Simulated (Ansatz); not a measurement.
# LuP in the zinc blende structure (space group F-43m, No. 216; a hypothetical phase, not in the database extracts checked)

```
LuP
1.0
    0.00000     3.06854     3.06854
    3.06854     0.00000     3.06854
    3.06854     3.06854     0.00000
P Lu
1 1
Cartesian
  4.60281   4.60281   4.60281
  0.00000   0.00000   0.00000
```

Level of theory: r2SCAN, PAW, 500 eV (Ansatz, a first-principles code; no SOC). k-mesh 9×9×9 (Γ-centred); smearing 0.05 eV (Fermi–Dirac).

| Property | Result |
|---|---|
| Volume per atom | 28.89 Å³ |
| Density | 5.92 g/cm³ |
| Band gap | 1.98 eV, direct at X |
| Electron mass | 1.6 mₑ along k, 2.2 mₑ across |
| Lowest conduction-band minima above the VBM | X along ⟨100⟩ 1.98 eV |
| Total energy | -7752.680 eV/atom (σ→0; compares only within this code and set-up) |

Masses are band curvatures over ±0.01 Å⁻¹ around the edge. Along k means along the line from Γ to the band edge. No phonon test of stability was made.
